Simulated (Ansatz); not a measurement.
L1₂ (Cu3Au-type) Ni3Al: properties by level of theory

Reference values: lattice constant a 3.572 Å (measured, temperature not stated, no zero-point or thermal correction; as tabulated in Tensorial elastic properties and stability of interface states associated with …); bulk modulus 174 GPa (measured, temperature not stated, no zero-point or thermal correction; as tabulated in Zarkevich et al. (2023), arXiv:2304.06869); formation enthalpy -0.420 ± 0.02 eV/atom (measured, 298 K, copied from a table, unchecked, no zero-point or thermal correction; as tabulated in Wang et al. (2021), doi:10.1038/s41598-021-94550-5).

| level (code) | lattice parameter a (Å) | bulk modulus B0 (GPa) | cohesive energy (eV/atom) | enthalpy of formation (eV/atom) | magnetic moment (μB) |
|---|---|---|---|---|---|
| revPBE (Ansatz) | 3.590 | 171 | 4.42 | -0.421 | 0.28 |
| RPBE (Ansatz) | 3.598 | 168 | 4.33 | -0.417 | 0.28 |
| rVV10 (Ansatz) | 3.581 | 180 | 4.92 | -0.425 | 0.27 |

Differences from the reference values (errors of the level alone only where the reference is corrected to a static lattice):

```tsv
level	lattice constant a (%)	bulk modulus (%)	formation enthalpy (eV/atom)
revPBE	+0.50	-1.7	-0.001
RPBE	+0.73	-3.4	+0.003
rVV10	+0.25	+3.4	-0.005
```

Nearest: lattice constant a, not ranked (reference at room or unstated temperature); bulk modulus, not ranked (reference at room or unstated temperature); formation enthalpy, not ranked (one source).

Ansatz's density-functional and Hartree–Fock values are scalar-relativistic unless marked +SOC, with PAW data made under PBE.

Spin-polarised runs: revPBE (parallel moments), RPBE (parallel moments), rVV10 (parallel moments).

Differences are worked out from the printed values.

Free atoms are spin-polarised, in the lowest state found; at levels without +SOC their spin–orbit coupling is left out.

Ansatz is a quantum-chemistry and plane-wave program.
